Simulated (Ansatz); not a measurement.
Br on the 1x1 (0001) surface of hcp Co, ferromagnetic, one in a 2x2 cell, energies for each (21.5 Å²). Energies are against ½ Br2(g), without zero-point or thermal terms; each row is named by its start.

Method: PBE (plane waves to 420 eV, PAW; Ansatz, a quantum-chemistry and plane-wave program).

Set-up: 17 atoms, 6.0 Å thick at the start under the adsorbate (thin: gaps and levels are the slab's own); mesh 7x7x1; 0.1 eV smearing; dipole correction on; 8 atoms held, the rest relaxed; each run with such symmetry as its start has; spin-polarised, no spin-orbit, no U, no dispersion correction.

A negative adsorption energy means that the adsorbate is more stable on the surface than in its reference. Starts that drift may end in the same place. Heights count from the host atoms within 0.3 Å of the top one.

```json
[
 {"starting site": "top Co", "E_ads (eV)": "-1.52", "height (Å)": "2.32", "nearest host atom (Å)": "Co 2.30", "bonded to": "Co", "Δ work function (eV)": "0.51", "lateral drift (Å)": "0.0", "moment (μB)": "26.9"},
 {"starting site": "hollow Co-Co-Co", "E_ads (eV)": "-2.00", "height (Å)": "2.04", "nearest host atom (Å)": "Co 2.48", "bonded to": "3 Co", "Δ work function (eV)": "-0.28", "lateral drift (Å)": "0.0", "moment (μB)": "26.7"},
 {"starting site": "hollow Co-Co-Co over Co at depth 2.0 Å", "E_ads (eV)": "-2.00", "height (Å)": "2.03", "nearest host atom (Å)": "Co 2.49", "bonded to": "3 Co", "Δ work function (eV)": "-0.26", "lateral drift (Å)": "0.0", "moment (μB)": "26.8"},
 {"starting site": "bridge Co-Co (span 2.5 Å)", "E_ads (eV)": "-2.00", "height (Å)": "2.04", "nearest host atom (Å)": "Co 2.48", "bonded to": "3 Co", "Δ work function (eV)": "-0.27", "lateral drift (Å)": "0.7", "moment (μB)": "26.7"}
]
```
